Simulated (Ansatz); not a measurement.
Input and output of a self-consistent single point for a sheet of In (2 atoms in the cell) (Ansatz, an electronic-structure program).

Level of theory: PBE (plane waves, PAW; Ansatz).

The change in words: vacuum of 8 angstrom (first run: 14 Å); efield.axis: default → 3; efield.dipole_correction: default → true. Reference geometry:
```yaml
crystal:
  lattice:
    - [4.69427, 0.00000, 0.00000]
    - [-2.34714, 4.06536, 0.00000]
    - [0.00000, 0.00000, 14.00000]
  atoms:
    - { symbol: In, position: [0.00000, 0.00000, 0.50000] }
    - { symbol: In, position: [0.66667, 0.33333, 0.50000] }
```

Reference input (self-consistent single point, DFT, PBE, plane waves, default PAW files): basis.ecutwfc = 420 eV; kpoints.mp_grid.grid = 11 11 1; hamiltonian.xc = pbe; hamiltonian.pseudopotentials = {kind: paw} (the program's default PAW files); scf.occupations.method = gaussian; scf.occupations.width = 0.136 eV. This run's input differs from it in these lines:

Ansatz 0.2 input:
```diff
@@ -5,3 +5,3 @@
     - [-2.34713500, 4.06535900, 0.00000000]
-    - [0.00000000, 0.00000000, 14.00000000]
+    - [0.00000000, 0.00000000, 8.00000000]
   atoms:
@@ -16,2 +16,5 @@
   pseudopotentials: { kind: paw }
+efield:
+  axis: 3
+  dipole_correction: true
 scf:
@@ -21,3 +24,2 @@
   eigenvalues: true
-  stress: true
```

Output (repeated stretches shortened):

```
SCF iter   1: F=—  HF=-11194.224243 eV  |F-HF|=—  |Δ(HF+E_count)|=         —  Δρ=1.45e-3  dr2=1.87e-2  ethr=1.77e-3  p=0.000 e·Å  D=5.15e-14 V/Å  ΔV_dip=-0.00 eV  dr2_dipole=1.77e-11  V_vac-E_F(+/−)=4.08/4.10 eV  ⟨swp⟩=6.1  Hψ=1453  notcnv=0
all-band conjugate gradients solve this SCF's bands
efield: sawtooth ramp at fractional position 0.9500 (placed from the atoms, in the widest stretch of the axis that holds none …
   [... lines left out ...]
WARN: efield: at this solve's end the planar-averaged density reaches 2.28e-3 e/Å³ inside the ramp window [0.8250, 0.1750] (bound 1e-5 e/Å³) …
SCF 1 converged in 6 iterations: F = -11194.221698 eV  dr2 = 3.48e-8
Free energy (F): -11194.221698 eV
Internal energy: -11194.204692 eV  (E = F + TS)
E sigma→0 (E₀):  -11194.213195 eV
Entropy (-TS):   -0.017006 eV (-8.503 meV/atom)
Fermi energy:    0.923588 eV
Dipole field:    D = 0.000003 V/Å  (p = 0.000002 e·Å, saw-weighted, corrected)
Work function:   Φ+ = withheld (plateau slope 1.8e-1 eV/Å)   Φ− = withheld (plateau slope 1.3e-1 eV/Å)
Levels:          The Fermi level and band energies are counted from a zero that moves with the ramp; work functions are not
Vacuum region:   at the solve's end the planar-averaged density reaches 2.28e-3 e/Å³ inside the ramp window [0.8250, 0.1750] (bound 1e-5 e/Å³)
--- Forces (eV/Å), atoms counted from 1 ---
  atom   1  In     0.00000000     0.00000000    -0.00000187
  atom   2  In    -0.00000000    -0.00000000    -0.00000187
```

The run converged in 6 iterations. Against the reference run the free energy rises by 15.9 meV/atom.

The starting cell was generated: these elements placed on a structure prototype, without a prior relaxation; it need not be a known phase or ordering of this composition. Its lattice was rescaled in the plane by a random factor within 2.5 % of one.
